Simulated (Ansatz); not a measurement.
Take SiSe₂ (space group Ibam, No. 72; made of chains) as the base.

```
CELL_PARAMETERS angstrom
     -3.15068     4.65079     2.92779
      3.15068    -4.65079     2.92779
      3.15068     4.65079    -2.92779
ATOMIC_POSITIONS crystal
  Se 0.87171 0.79484 0.66655
  Se 0.37171 0.70516 0.07686
  Se 0.62829 0.29484 0.92314
  Se 0.12829 0.20516 0.33345
  Si 0.75000 0.75000 0.00000
  Si 0.25000 0.25000 0.00000
```

Cartesian axes are those of the cell as printed.

Method: PBEsol (Ansatz, a first-principles code), no SOC.

For the base:

```
Item         Value
--------  --------
Pressure  0.01 GPa
```

It is then changed as follows: biaxial strain −3.32 %, plane normal [001], relaxed out of plane (Cartesian); in-plane vectors clamped, the third vector and the atoms free.

**Question.** How does this affect the energy relative to the base?

**Answer.** The energy increases by 3.1 meV/atom.

**Question.** Estimate the effect on the pressure.

**Answer.** The pressure (mean of the normal stresses, compression positive) grows by 0.40 GPa (0.01 GPa → 0.41 GPa).

A biaxial case was relaxed in a doubled cell and then solved in the primitive one. Stability against distortions was not tested. No dispersion term is included in the PBEsol runs.
